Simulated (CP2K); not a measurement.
Band structure of CaF2 (Fm-3m, 3 atoms in the cell).

```xyz
3
Lattice="3.9106 0.0000 0.0000 1.9553 3.3867 0.0000 1.9553 1.1289 3.1930" Properties=species:S:1:pos:R:3 pbc="T T T"
Ca     0.0000     0.0000     0.0000
F      1.9553     1.1289     0.7982
F      5.8659     3.3867     2.3947
```

Method: PBE, GPW, DZVP-MOLOPT-SR-GTH basis, GTH-PBE potentials (GTH_POTENTIALS) run with CP2K.

Settings: CUTOFF = 550 Ry; REL_CUTOFF = 60 Ry; SMEAR/METHOD = FERMI_DIRAC; ELECTRONIC_TEMPERATURE = 116.05 K; KPOINTS/SCHEME = MONKHORST-PACK 8 8 8; GAMMA_CENTERED = T; XC_FUNCTIONAL = PBE; Ca/BASIS_SET = DZVP-MOLOPT-SR-GTH-q10; Ca/POTENTIAL = GTH-PBE-q10; F/BASIS_SET = DZVP-MOLOPT-SR-GTH-q7; F/POTENTIAL = GTH-PBE-q7; METHOD = GPW; EPS_DEFAULT = 1e-10; EXTRAPOLATION = USE_GUESS.

The starting cell has typed, rounded lattice constants, without a prior relaxation at this level. Its lattice was rescaled by a random factor within 2.5 % of one. Values carry the incompleteness of an atom-centred basis.

Q: Predict the gap along the standard path and the places of the band edges.

A: The gap along the path is 7.09 eV, from X to Γ; the smallest direct gap on it is 7.34 eV.

Levels in eV from the top of the valence band on the SCF mesh, bands 9 to 13:
```
point      9     10     11     12    13
-----  -----  -----  -----  -----  ----
Γ      -2.01  -0.25  -0.25  -0.25  7.09
X      -1.61  -0.35  -0.35   0.00  8.10
W      -1.02  -1.02  -0.27  -0.09  8.32
K      -1.47  -0.61  -0.44  -0.09  8.29
L      -1.26  -1.21  -0.82  -0.82  9.22
U      -1.47  -0.61  -0.44  -0.09  8.29
```

Higher empty bands are left out: an atom-centred basis made for the valence describes them poorly.
